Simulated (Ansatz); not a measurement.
## RhSb$_{3}$ (space group Im-3, No. 204)

```yaml
crystal:
  lattice:
    - [-4.62387, 4.62387, 4.62387]
    - [4.62387, -4.62387, 4.62387]
    - [4.62387, 4.62387, -4.62387]
  atoms:
    - { symbol: Sb, position: [0.15505, 0.33959, 0.49465] }
    - { symbol: Sb, position: [0.84495, 0.66041, 0.50535] }
    - { symbol: Sb, position: [0.84495, 0.33959, 0.18454] }
    - { symbol: Sb, position: [0.15505, 0.66041, 0.81546] }
    - { symbol: Sb, position: [0.49465, 0.15505, 0.33959] }
    - { symbol: Sb, position: [0.50535, 0.84495, 0.66041] }
    - { symbol: Sb, position: [0.18454, 0.84495, 0.33959] }
    - { symbol: Sb, position: [0.81546, 0.15505, 0.66041] }
    - { symbol: Sb, position: [0.33959, 0.49465, 0.15505] }
    - { symbol: Sb, position: [0.66041, 0.50535, 0.84495] }
    - { symbol: Sb, position: [0.33959, 0.18454, 0.84495] }
    - { symbol: Sb, position: [0.66041, 0.81546, 0.15505] }
    - { symbol: Rh, position: [0.50000, 0.50000, 0.50000] }
    - { symbol: Rh, position: [0.00000, 0.00000, 0.50000] }
    - { symbol: Rh, position: [0.50000, 0.00000, 0.00000] }
    - { symbol: Rh, position: [0.00000, 0.50000, 0.00000] }
```

Method: Ansatz (a first-principles code) PBEsol, spin-orbit coupling left out. k-mesh 6×6×6 (Γ-centred); smearing 0.05 eV (Fermi–Dirac).

The volume per atom is 24.71 Å³. The density is 7.86 g/cm³ and the band gap comes out as zero. The total energy comes out as -6391.156 eV/atom (σ→0; compares only within this code and set-up).

Spin-orbit coupling, missing from the scalar runs, can matter with Sb. No phonon test of stability was made. The final runs are not spin-polarised. A zero or small gap of RhSb3 can be the functional's error rather than a property of the material.
